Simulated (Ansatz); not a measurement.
Bond-angle distributions (per cent of the angles at each element, bins of 10°) of a relaxed model of amorphous Al30O42 at 3.17 g/cm³. Computed with PBE, scalar-relativistic without spin-orbit coupling (plane waves to 420 eV, PAW; Ansatz, a first-principles code). The usual formal charges leave 6 electrons over, so the level spacing at the Fermi energy parts defect or band states and needn't be the band gap.

The cell was made by melting and quenching with the CHGNet potential and then relaxed with DFT. O atoms were pushed apart under 1.9 Å during the dynamics, to hinder bonds among them. The hot cell started wider than the set density and was brought back towards it in steps. It is the lowest in DFT energy of 2 quenches. It is a model cell: composition and starting density were chosen by hand, and all elements were melted together. No dispersion term was used. Its density started from a set value of 3.15 and ended at 3.17 g/cm³. Cooling (nominally 410 K/ps over its main leg) ran many orders faster than in experiment, which tends to leave more defects and strain. A cell of this size samples the disorder only roughly. The volume was free in the relaxation, at fixed shape. Stress components on the final sampling reach 3.9 GPa. On a 2×2×2 Γ-centred mesh force components of up to 0.14 eV/Å stay, since the relaxation ran on the zone centre alone.

Neighbours within Al-Al 2.66 Å, Al-O 2.28 Å, O-O 1.58 Å count as bonded. Two cations that share two anions don't count as bonded, nor two that share one unless they lie closer than Al-Al 2.59 Å.

```json
[
 {"angle (°)": "50-60", "at Al": "0", "at O": "0"},
 {"angle (°)": "60-70", "at Al": "0", "at O": "0"},
 {"angle (°)": "70-80", "at Al": "6", "at O": "0"},
 {"angle (°)": "80-90", "at Al": "22", "at O": "8"},
 {"angle (°)": "90-100", "at Al": "23", "at O": "24"},
 {"angle (°)": "100-110", "at Al": "17", "at O": "12"},
 {"angle (°)": "110-120", "at Al": "11", "at O": "16"},
 {"angle (°)": "120-130", "at Al": "3", "at O": "23"},
 {"angle (°)": "130-140", "at Al": "3", "at O": "11"},
 {"angle (°)": "140-150", "at Al": "2", "at O": "6"},
 {"angle (°)": "150-160", "at Al": "3", "at O": "1"},
 {"angle (°)": "160-170", "at Al": "6", "at O": "0"},
 {"angle (°)": "170-180", "at Al": "3", "at O": "0"}
]
```

They go with these counts of neighbours within the cut-offs, cation contacts included: Al mean 4.6, most often 4; O mean 3.2, most often 3.
